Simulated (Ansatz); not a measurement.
Base system: BN in the wurtzite structure (space group P6_3mc, No. 186; a = 2.555 Å, c = 4.225 Å).

The values are results of Kohn–Sham DFT with the PBE functional, run in Ansatz (a quantum-chemistry and plane-wave program) with PAW and 420 eV plane waves, no spin-orbit coupling, not measurements.

For the base:

The valence-band top at Γ is 0.00, 0.00, -0.26 eV and the shortest interatomic distance comes out as 156.7 pm. The band gap comes out as 5.23 eV.

Perturbation: cell and atoms relaxed at a pressure of 2.1 GPa.

Problem. Estimate the effect on the valence-band top at Γ.

Solution. The valence-band top at Γ (three highest levels, from the VBM) remains 0.00, 0.00, -0.26 eV.

Problem. Estimate the effect on the shortest interatomic distance.

Solution. The shortest interatomic distance drops by 0.3 pm, from 156.7 pm to 156.4 pm.

Problem. How does this affect the band gap?

Solution. The band gap falls by 0.01 eV to 5.22 eV.

Load acts through the strain it causes; cell and atoms are relaxed under it. No phonon test of stability was made.
